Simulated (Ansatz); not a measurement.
Given:

Host crystal: wurtzite ZnO, with a band gap (PBE, scalar-relativistic without spin-orbit coupling).

End structure of H on the 1x1 (10-10) surface of wurtzite ZnO (cut with top plane O + Zn), one in a 2x1 cell, started at the site 'top Zn':

```xyz
33
Lattice="6.5590 0.0000 0.0000 0.0000 5.2938 0.0000 0.0000 0.0000 28.5000" Properties=species:S:1:pos:R:3 pbc="T T T"
O      1.6397     1.9980     9.5337
O      4.9192     1.9980     9.5337
Zn     1.6397     5.4592     9.8703
Zn     4.9192     5.4592     9.8703
O      0.0000     4.6170    10.4747
O      3.2795     4.6170    10.4747
Zn     0.0000     2.6193    10.3425
Zn     3.2795     2.6193    10.3425
O      0.0000     1.9680    12.3364
O      3.2795     1.9680    12.3364
Zn     0.0000     5.2726    12.4339
Zn     3.2795     5.2726    12.4339
O      1.6397     4.6064    13.3227
O      4.9192     4.6064    13.3227
Zn     1.6397     2.5965    13.2567
Zn     4.9192     2.5965    13.2567
O      1.6397     1.9589    15.1646
O      4.9192     1.9721    15.1826
Zn     1.6397     5.2473    15.2364
Zn     4.9192     5.2590    15.2348
O     -0.0023     4.6095    16.1341
O      3.2818     4.6095    16.1341
Zn     0.0197     2.6149    16.1075
Zn     3.2598     2.6149    16.1075
O      0.0134     1.9397    18.0103
O      3.2661     1.9397    18.0103
Zn    -0.0117     5.2389    18.1122
Zn     3.2912     5.2389    18.1122
O      1.6397     4.4978    18.7614
O      4.9192     4.5984    18.9237
Zn     1.6397     2.6324    19.0482
Zn     4.9192     2.7509    18.6171
H      1.6397     1.8607    20.4204
```

Slab: 33 atoms, 9.4 Å thick at the start under the adsorbate (thin: gaps and levels are the slab's own); k 3x4x1, smearing 0.01 eV, dipole-corrected; single point; on the structure that PBE left under its start's symmetry; spin-polarised, ending with about 1.0 μB a cell, a value that depends on the mesh; orders that need a larger cell were not tried, no spin-orbit, no U, no dispersion correction. The slab shows no gap over 0.04 eV on its mesh. The program's check for a lower electronic state was not made. It is one chosen start, not shown to be the lowest state of the adsorbate.

A negative adsorption energy means that the adsorbate is more stable on the surface than in its reference.

### Question
Give the change of the step from the bottom to the top vacuum level, against the clean slab at the level r2SCAN, at the PBE geometry and the start's symmetry (Ansatz, an electronic-structure program).

### Answer
0.45 eV

### Question
Give the adsorption energy against ½ H2(g) at the same level at the level r2SCAN, at the PBE geometry and the start's symmetry.

### Answer
1.72 eV
